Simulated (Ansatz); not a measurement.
Checking a run of Ansatz (a quantum-chemistry and plane-wave program) on Mn2SnS4 (P2/m, 7 atoms in the cell). The aim is a self-consistent single point with DFT, LDA (PW92), plane waves, default PAW files made with PBE.

Cell that was meant: a = 6.0687 Å, b = 3.5621 Å, c = 6.6597 Å, α = 90.00°, β = 106.69°, γ = 90.00°.

Part of the input:

Ansatz 0.2 input:
```yaml
    - { symbol: S, position: [0.77488000, 0.00000000, 0.30131000] }
    - { symbol: S, position: [0.25811000, 0.50000000, 0.28452000] }
    - { symbol: S, position: [0.74189000, 0.50000000, 0.71548000] }
basis:
  ecutwfc: 170.0
kpoints:
  mp_grid:
    grid: [3, 5, 3]
```

Output (repeated stretches shortened):

```
   [... lines left out ...]
PAW frozen core: S, regenerated for the run's functional, and the local potential with it
Initial density: superposition of atomic densities (chi_scale 0.1, normalization cell, long waves kept (reshape's long-wave potential 0.20 eV rms))
Starting moments: Σ|m| = 8 μB on 2 of 7 sites
Initial wavefunctions: pseudopotential atomic-orbital guess
Eigensolver: davidson
Functional: x = slater, c = lda
SCF iter   1: F=—  HF=-16982.686595 eV  |F-HF|=—  |Δ(HF+E_count)|=         —  Δρ=1.00e-1 (↑1.00e-1 ↓4.87e-2)  dr2=1.63e1  dr2_m=2.45e0  M=6.836 μB ∫|m|=7.061 μB  β_m=0.30  ethr=3.10e-3  ⟨swp⟩=6.5  Hψ=5336  notcnv=0
Mixer restart at iter 1: flushing history
all-band conjugate gradients solve this SCF's bands
preconditioner: auto → Kerker (q_TF=auto, 2.425 Å⁻¹)
   [... lines left out ...]
SCF iter  27: F=-16971.757635 eV  HF=-16971.757635 eV  |F-HF|=1.59e-8  |Δ(HF+E_count)|=   5.49e-9  S|Δr|=    0.00e0  Δρ=2.45e-6 (↑2.33e-6 ↓2.45e-6)  dr2=2.27e-8  dr2_m=2.35e-9  M=0.994 μB ∫|m|=7.547 μB  β_m=0.92  ethr=1.47e-10  ⟨swp⟩=9.9  Hψ=5514  notcnv=0
SCF iter  28: F=-16971.757635 eV  HF=-16971.757635 eV  |F-HF|=1.08e-9  |Δ(HF+E_count)|=  9.09e-11  S|Δr|=    0.00e0  Δρ=3.91e-7 (↑3.91e-7 ↓3.64e-7)  dr2=1.93e-9  dr2_m=4.11e-11  M=0.994 μB ∫|m|=7.547 μB  ethr=3.34e-11  ⟨swp⟩=1.0  Hψ=2778  notcnv=0
SCF 1 converged in 28 iterations: F = -16971.757635 eV  dr2 = 1.93e-9
Crystal: 7 atoms, lattice volume = 137.899 Å³
Initial density: read from a saved state, or passed on in memory by an earlier SCF of this step, an earlier step, the calling program or the single point that …
Starting moments: Σ|m| = 8 μB on 2 of 7 sites; this step starts from the density that it was given
Initial wavefunctions: those read from a saved state, or passed on in memory by an earlier step or the calling program
iter 1 solved again at ethr=9.66e-6 eV; its pass at ethr=3.10e-3 eV (dr2=6.57e-3 eV) is discarded
   [... lines left out ...]
preconditioner: auto → Kerker (q_TF=auto, 2.425 Å⁻¹)
spin=Collinear: Kerker preconditioning applied to the charge; magnetization (m = ρ↑ − ρ↓) channel mixes plain (no charge-response kernel on spin).
Crystal: 7 atoms, lattice volume = 137.899 Å³
preconditioner: auto → Kerker (q_TF=auto, 2.425 Å⁻¹)
spin=Collinear: Kerker preconditioning applied to the charge; magnetization (m = ρ↑ − ρ↓) channel mixes plain (no charge-response kernel on spin).
WARN: the starting moments were not kept: 1 of 2 ended reversed and 1 kept their direction, counting a site from 0.1 μB …
Absolute magnetization: 7.5403 μB (∫|ρ↑−ρ↓|, with the PAW one-centre terms)
Free energy (F): -16971.757635 eV
Fermi energy:    8.400594 eV
   [... lines left out ...]
  atom   7  S      0.25489013     0.00000000    -0.58957771
--- Stress (GPa, compression-positive) ---
       -3.370634       0.000000       1.140654
        0.000000      -6.716658       0.000000
        1.140655       0.000000      -4.634539
  P = ⅓ Tr σ = -4.9073 GPa (-49.073 kbar)
  The stress holds the Pulay correction. Without it, at fixed plane waves, as pw.x and ABINIT print it: P = -343.2709 GPa
```

Problem. Can these results be used? Check the input.

Solution. The run is not sound. The fault is a basis or grid far too coarse for these potentials. The error of an incomplete plane-wave basis or grid does not cancel at such settings. To fix it, restore the cutoff that the potentials need and check convergence. The run converged, with 35 iterations in all over 2 SCF loops without an error; against the sound input the free energy goes up by 10.2 eV/atom, the pressure goes from -5.51 to -4.91 GPa, the largest force goes from 0.501 to 0.658 eV/Å and the size of the net moment goes from 0.95 to 0.14 μB/atom. At a fixed set of plane waves, without the program's Pulay estimate, the pressure is -343.27 GPa against -5.53 GPa.

An input that runs soundly differs in these lines (not the only fix; some lines may just follow from the change or write a value another way):
```diff
-basis:
-  ecutwfc: 170.0
```

With that input, the run converged in 33 iterations: free energy E − TS (on the zero of these files) -17043.0353 eV; Fermi level (on the code's own zero) 8.74 eV; pressure -5.51 GPa; largest force (vector length) 0.501 eV/Å; size of the cell's spin moment 6.62 μB (DFT, LDA (PW92), plane waves, default PAW files made with PBE).

On the sound input: the starting cell comes from a database of computed structures (which also holds hypothetical and non-ambient phases and stackings), without a prior relaxation at this level. Its lattice was rescaled by a random factor within 2.5 % of one. The magnetic order is the one reached from the typed start; others were not searched systematically. With a pressure of about -6 GPa the cell is away from its equilibrium volume at this level. Ansatz's pressure includes its estimate of the finite-basis (Pulay) stress. Without a gap this mesh is coarse (it stands for a supercell whose shortest vector is 18 Å).
